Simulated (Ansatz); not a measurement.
## How the enthalpy of formation of BeTe (model structure, started from the beta GaS type, P6₃/mmc, No. 194, 8 atoms in the cell) moves with the method

No measured value is used here.

```json
[
 {"level (code)": "PBE (Ansatz)", "value (eV/atom)": "-0.284"},
 {"level (code)": "PBEsol (Ansatz)", "value (eV/atom)": "-0.253"},
 {"level (code)": "PBE-D3(BJ) (Ansatz)", "value (eV/atom)": "?"}
]
```

Problem. Fill in the missing entries.

Solution. 
- PBE-D3(BJ) (Ansatz, a program for electronic structure), value (eV/atom): -0.181

Density-functional levels without +SOC have no spin–orbit coupling, which shifts binding energies of heavy elements. Each level is taken at its own relaxed cell. Ansatz's density-functional and Hartree–Fock values are scalar-relativistic unless marked +SOC, with PAW data made under PBE.

A model structure was made by putting elements into a prototype or built by hand; it is no filed structure, need not be a known phase, and can be a saddle point held by its symmetry.
